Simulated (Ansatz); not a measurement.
Structures of equal composition on the (0001) surface of hcp Ru: a layer of Os in place of the second plane; a layer of Os in place of the third plane. The slabs share one bottom face, and each structure is named by its start. These are constructed structures in small cells; real faces may alloy, dewet or reconstruct in larger ones, and not all known structures of the face are among them. Slabs of about 11 Å, Fermi-Dirac smearing of 0.1 eV. Bottom of the slabs: a bare face, its two planes held. Relaxed from the named starts with such symmetry as they have, on meshes of like density; energies extrapolated to zero smearing; spin only where a row says so; no spin-orbit coupling, no U. Brackets mark spin-polarised runs, whose order is one that fits the cell.

Computed with PBE (plane waves to 420 eV, PAW; Ansatz, a first-principles code).

### Question
Rank these by energy per 1x1 cell (lowest first), as PBE gives it.

### Answer
a layer of Os in place of the second plane (0.000 eV), a layer of Os in place of the third plane (0.061 eV)
